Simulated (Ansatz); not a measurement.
Consider the following.

```
CELL_PARAMETERS angstrom
      4.79054     0.00000     0.00000
      0.00000     4.79054     0.00000
      2.39527    -2.39527     3.43092
ATOMIC_POSITIONS crystal
  Rb 0.00000 0.00000 0.00000
  Br 0.50000 0.50000 0.00000
```

No spin polarisation.

Calculations: PBEsol (Ansatz, a first-principles code, PAW, scalar-relativistic without spin-orbit coupling). Settings: 8×8×8 k-points, 0.05 eV Fermi–Dirac smearing.

### Question
Predict the band gap, electron mass and pressure.

### Answer
* **Band gap**: 4.26 eV
* **Electron mass**: 0.36 mₑ (at Γ)
* **Pressure (mean of the normal stresses, compression positive)**: 0.27 GPa

The cells carry an imposed strain or load. Effective masses come from finite differences of ±0.01 Å⁻¹. Stability against distortions was not tested. The cell was made from RbBr in the rock salt structure (space group Fm-3m, No. 225) by this change: biaxial strain −1.00 %, plane normal [001], relaxed out of plane.
